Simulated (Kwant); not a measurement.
System: six-terminal Hall bar in a Si two-dimensional gas. Effective mass 0.19 mₑ, grid spacing 12 nm, hard walls, nominal width 300 nm (25 grid rows, so walls 312 nm apart), one parabolic valley, scattering region 780 nm long along x; energies count from the band bottom; Fermi energy 0.000831 eV. Four side probes 150 nm wide, two on each edge; current runs along x; the sign of the Hall resistance is a convention. Perpendicular field swept from 0.11365 to 2.3186 T, also in the leads; orbital effect alone.

The device is made up for the run: typed textbook-type constants, with dimensions and the other settings drawn at random.

Computed with Kwant: effective-mass tight-binding model on a square grid, one spin, coherent transport at 0 K. Resistances are in h/e².

### Question
How many Landau levels lie under the Fermi energy, and what Hall resistance follows, at 0.831 meV and 0.599 T; 0.831 meV and 1.16 T; 0.831 meV and 1.35 T; 0.831 meV and 1.72 T?

### Answer
ħωc = ħeB/m = 0.609 meV a tesla; levels lie at (n + ½)ħωc. E/ħωc = 2.28 gives 2 levels and h/(2e²) = 0.500; simulated 0.500. E/ħωc = 1.18 gives 1 level and h/(1e²) = 1.000; simulated 1.000. E/ħωc = 1.01 gives 1 level and h/(1e²) = 1.000; simulated 1.000. E/ħωc = 0.79 gives 1 level and h/(1e²) = 1.000; simulated 1.000.
